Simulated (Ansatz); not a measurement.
The reference is BAs in the zinc blende structure (space group F-43m, No. 216; a = 4.768 Å). Axes: x, y, z lie along the cube axes.

One thing is altered: uniaxial stress, 8 GPa compression along x; all other stress components relax to zero.

Levels (all Ansatz, an electronic-structure program, PAW): PBEsol (420 eV, without spin-orbit coupling); r2SCAN (500 eV, no spin-orbit coupling); HSE06 (420 eV, scalar-relativistic without spin-orbit coupling).

One geometry, relaxed with PBEsol, under each level:

```json
[
 {"level": "PBEsol", "band gap": "0.45 eV", "lowest conduction level above the VBM at special points": "M 0.70 eV; X 1.22 eV; S₀ 1.24 eV; S 1.24 eV", "electron mass": "1.1 mₑ along k, 0.21 mₑ across (off the special points)", "hole mass": "0.24 mₑ along x, 0.20 mₑ across (at Γ)", "pressure": "2.67 GPa"},
 {"level": "r2SCAN", "band gap": "0.70 eV", "lowest conduction level above the VBM at special points": "M 0.98 eV; X 1.48 eV; S₀ 1.54 eV; S 1.54 eV", "electron mass": "1.0 mₑ along k, 0.21 mₑ across (off the special points)", "hole mass": "0.23 mₑ along x, 0.19 mₑ across (at Γ)", "pressure": "4.24 GPa"},
 {"level": "HSE06", "band gap": "1.16 eV", "lowest conduction level above the VBM at special points": "M 1.44 eV; X 1.93 eV; S₀ 2.01 eV; Γ 3.71 eV", "electron mass": "–", "hole mass": "–", "pressure": "–"}
]
```

Single points use the geometry relaxed with PBEsol. Their cutoffs differ, which shifts pressures a little. HSE06 gaps are upper bounds (no full band path). Load acts through the strain it causes; cell and atoms are relaxed under it. Effective masses come from finite differences of ±0.01 Å⁻¹. Along k means along the line from Γ to the band edge. Beyond what the load breaks, stability against distortions was not tested. k-point labels follow each cell's own Brillouin zone.
